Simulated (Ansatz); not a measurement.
Consider Tl$_{2}$S in the anti-fluorite structure (space group Fm-3m, No. 225; a = 7.150 Å; a hypothetical phase, not in the database extracts checked). Axes: x, y, z lie along the cube axes.

The values are results of PBEsol in Ansatz (plane waves to 420 eV, PAW, scalar-relativistic without spin-orbit coupling), not measurements.

Before the change:

The pressure comes out as 0.0 GPa and the shortest interatomic distance is 3.096 Å.

Perturbation: the cell is stretched by 5.47 % along y with no lateral relaxation; the atoms relax in the strained cell.

Problem. What does the calculation give for the pressure, energy relative to the base and shortest interatomic distance after the change?

Solution. The pressure (mean of the normal stresses, compression positive) goes from zero to -1.4 GPa; the energy increases by 9.5 meV/atom; the shortest interatomic distance increases by 0.0575 Å, from 3.096 Å to 3.154 Å.

The mesh was chosen for an insulator and is coarse for the gapless case. No phonon test of stability was made. All final runs are without spin polarisation.

Ansatz is an electronic-structure program.
